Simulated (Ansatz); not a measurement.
# BeTe, response to strain

The reference is BeTe in the zinc blende structure (space group F-43m, No. 216; a = 5.554 Å). Axes: x, y, z lie along the cube axes.

Strains are applied to the cell and any free atomic positions relax; under biaxial strain the out-of-plane vector relaxes too.

Method: plane-wave PAW DFT at the LDA level (Ansatz, an electronic-structure program, 420 eV), scalar-relativistic without spin-orbit coupling.

Notes on the quantities. energy relative to the base: free energy F.

```csv
"biaxial strain, plane normal [111], relaxed out of plane (%)",energy relative to the base (meV/atom)
-2.5,13.4
-2.08,9.2
-1.67,5.9
-1.25,?
-0.83,1.4
-0.42,0.4
0,0.0
```

Q: Fit ΔE = Aε² + Bε³ (ε in %) to the rows shown and predict the withheld row.

A: Least squares on the printed values gives A = 2.04 and B = -0.040 meV/atom (largest residual 0.0 meV/atom); this predicts 3.3 meV/atom, and the run gives 3.3 meV/atom, in agreement.

Stability against distortions was not tested.
